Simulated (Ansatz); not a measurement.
SiC (model structure, started from the h-BN type, P6₃/mmc, No. 194, 4 atoms in the cell)

Calculation: PBEsol in Ansatz (PAW).

Run with plane-wave cutoff 500 eV, 18×18×6 k mesh (along the axes of the cell as run), Fermi–Dirac smearing 0.05 eV, scalar-relativistic PAW data made under PBE.

Cell (relaxed at this level):

```
CSi
1.0
    3.16634     0.00000     0.00000
   -1.58317     2.74213     0.00000
    0.00000     0.00000     4.69726
Si C
2 2
Direct
  0.33333   0.66667   0.25000
  0.66667   0.33333   0.75000
  0.33333   0.66667   0.75000
  0.66667   0.33333   0.25000
```

```yaml
band_gap: zero (no gap)
```

Note: the relaxation could raise the start's symmetry but not lower it, so the cell can be a saddle point.

The result took around 2.6 core-minutes (rough).

A model structure was made by putting elements into a prototype or built by hand; it is no filed structure, need not be a known phase, and can be a saddle point held by its symmetry.

Ansatz is a program for electronic structure.
